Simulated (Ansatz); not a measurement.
An input for Ansatz (PBEsol) and the part of its output that reports the quasi-harmonic study. Lengths are of the primitive cell. The run noted for some of its cells that some bands missed the eigensolver's tolerance.

Ansatz 0.2 input:
```yaml
crystal:
  lattice:
    - [0.0, 2.6559931412, 2.6559931412]
    - [2.6559931412, 0.0, 2.6559931412]
    - [2.6559931412, 2.6559931412, 0.0]
  atoms:
    - { symbol: Co, position: [0.0, 0.0, 0.0] }
    - { symbol: Si, position: [0.25, 0.25, 0.25] }
    - { symbol: Si, position: [0.75, 0.75, 0.75] }
kpoints:
  mp_grid: { grid: [12, 12, 12] }
hamiltonian:
  xc: pbesol
  pseudopotentials: { kind: paw }
scf:
  occupations: { method: methfessel_paxton, width: 0.15 }
phonons:
  method: dfpt
  qmesh: [3, 3, 3]
  temperatures: { t_max: 1000, t_step: 25 }
  thermal_expansion: {}
checkpoint:
  write: run
```

```
--- Thermal expansion: 10 cells in 3 rounds, 0 GPa ---
  no lower state was reached at cell 4; its state was not examined: fill_not_monotonic
  without vibrations: a 3.75617, b 3.75617, c 3.75617 Å, V 37.4731 Å³, B 194.60 GPa
  at 0 K: a 3.76411, b 3.76411, c 3.76411 Å, V 37.7113 Å³, B 190.70 GPa
  zero-point expansion: a +0.211, b +0.211, c +0.211, V +0.636 %
      T/K        a/Å        b/Å        c/Å       V/Å³ | expansion of a, b, c, V (1e-6/K)   | that of V in the mean from 25 °C | C_P, C_V (J/mol K of the cell) | B_T, B_S (GPa)
     0.00    3.76411    3.76411    3.76411    37.7113 |    0.00    0.00    0.00    0.00 |   13.69 |     0.000     0.000 |   190.70   190.70
   100.00    3.76444    3.76444    3.76444    37.7213 |    2.86    2.86    2.86    8.59 |   19.27 |    24.479    24.447 |   190.25   190.50
   200.00    3.76636    3.76636    3.76636    37.7791 |    6.84    6.84    6.84   20.51 |   23.35 |    53.494    53.134 |   188.16   189.44
   298.15    3.76925    3.76925    3.76925    37.8659 |    8.53    8.53    8.53   25.59 |       - |    65.017    64.191 |   185.52   187.90
   375.00    3.77183    3.77183    3.77183    37.9438 |    9.24    9.24    9.24   27.71 |   26.76 |    69.499    68.292 |   183.30   186.54
   475.00    3.77543    3.77543    3.77543    38.0527 |    9.84    9.84    9.84   29.53 |   27.90 |    72.977    71.265 |   180.31   184.64
   575.00    3.77924    3.77924    3.77924    38.1679 |   10.29   10.29   10.29   30.88 |   28.81 |    75.250    73.017 |   177.22   182.64
   675.00    3.78321    3.78321    3.78321    38.2882 |   10.67   10.67   10.67   32.02 |   29.59 |    76.963    74.186 |   174.05   180.57
   775.00    3.78731    3.78731    3.78731    38.4130 |   11.03   11.03   11.03   33.08 |   30.30 |    78.402    75.051 |   170.79   178.42
   875.00    3.79156    3.79156    3.79156    38.5424 |   11.38   11.38   11.38   34.13 |   30.97 |    79.707    75.745 |   167.44   176.20
   975.00    3.79594    3.79594    3.79594    38.6762 |   11.73   11.73   11.73   35.20 |   31.62 |    80.954    76.339 |   164.01   173.92
  1000.00    3.79706    3.79706    3.79706    38.7104 |   11.82   11.82   11.82   35.47 |   31.78 |    81.263    76.477 |   163.13   173.34
  the static fit leaves 0.000 meV an atom of the energies and, of the stresses, 0.000 GPa of each cell's largest along a strain (root mean squares over the cells), whose Pulay part it has at -0.020 GPa
  vibrations' free energy: its fit passes through its cells
  the electrons' free energy at temperature is in it; its fit leaves 0.0015 meV an atom at the most
  free energies summed between the sampled wave vectors
  estimated error of the fitted expansion in any direction: up to 0.018e-6/K, at 1000 K, with few degrees of freedom (an estimate, not a bound: it was exceeded on models of known expansion)
  by sums over the sampled wave vectors an expansion of the volume parts by up to 0.36e-6/K
  by a static energy of one degree less an expansion of the volume parts by up to 0.03e-6/K
  the FFT grids of the static calculations differ: 27 × 27 × 27, 30 × 30 × 30
  eigensolver_not_converged in the phonons of 2 cells: 4, 5
```

Warnings of the run: phonon_interpolation_lacks_dipole_term, thermal_expansion_settings.

Cost: very roughly 40 core-minutes.

The crystal is held in this phase throughout; melting and phase transitions are not modelled.

The PAW data sets were generated under PBE and serve the other functionals too.

Ansatz is a first-principles code.
